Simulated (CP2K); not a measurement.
CP2K is run on VAg₂AsO₆ (P-1, 20 atoms in the cell), and the run fails. The aim is a self-consistent single point with DFT LDA (Pade form), GPW, DZVP-MOLOPT-SR-GTH basis, GTH-PADE potentials (GTH_POTENTIALS).

Cell that was meant: a = 6.5357 Å, b = 6.5374 Å, c = 7.2062 Å, α = 91.66°, β = 116.09°, γ = 90.04°.

Part of the input:

```
      SCF_GUESS ATOMIC
      EPS_SCF 1E-7
      MAX_SCF 100
      ADDED_MOS 25
      &DIAGONALIZATION
        ALGORITHM STANDARD
      &END DIAGONALIZATION
[...]
      O        4.92281863     1.22255147     3.17260868
      O       -1.48529268     1.57824258     5.83775264
      O        4.84814468     4.74837842     0.63088636
      O        1.56265575     3.97668387     2.02235530
    &END COORD
    &KIND V
      BASIS_SET DZVP-MOLOPT-SR-GTH-q13
```

Log, with long lists cut:

```
 GLOBAL| Method name                                                        CP2K
 GLOBAL| Project name                                                   vag2aso6
 GLOBAL| Run type                                                   ENERGY_FORCE

 WARNING| Particles:      21     10 at distance [au]:     0.00000000 less than:      0.01889726; increase EMAX_SPLINE.

 *******************************************************************************
 *   ___                                                                       *
 *  /   \                                                                      *
 * [ABORT]                                                                     *
 *  \___/                GEOMETRY wrong or EMAX_SPLINE too small!              *
 *    |                                                                        *
 *  O/|                                                                        *
 * /| |                                                                        *
 * / \                                               fist_neighbor_lists.F:606 *
 *******************************************************************************

 ===== Routine Calling Stack =====

            7 build_neighbor_lists
            6 build_fist_neighbor_lists
            5 topology_generate_bond_3
            4 topology_generate_bond
            3 connectivity_control
            2 topology_control
            1 CP2K
Abort(1) on node 0 (rank 0 in comm 0): application called MPI_Abort(MPI_COMM_WORLD, 1) - process 0
```

Question: Read the log: what does the program object to, and what is the fix?

Answer: The fault is one atom entered twice; here the program stops on it instead of giving results. To fix it, remove the duplicate atom. The program stopped before any SCF iteration.

The sound input it was made from differs as follows (other fixes are possible):
```diff
-      ADDED_MOS 25
+      ADDED_MOS 24
-      O        1.56265575     3.97668387     2.02235530
```

With that input, the run converged in 23 iterations: free energy E − TS -13496.3423 eV; top of the valence band (on the code's own zero) 3.38 eV; gap on the k-point mesh 1.40 eV; pressure -11.05 GPa; largest force (vector length) 1.768 eV/Å (DFT LDA (Pade form), GPW, DZVP-MOLOPT-SR-GTH basis, GTH-PADE potentials (GTH_POTENTIALS)).

On the sound input: the starting cell comes from a database of computed structures (which also holds hypothetical and non-ambient phases and stackings), without a prior relaxation at this level. Values carry the incompleteness of an atom-centred basis. With a pressure of about -11 GPa the cell is away from its equilibrium volume at this level. Forces in this geometry exceed 1 eV/Å.
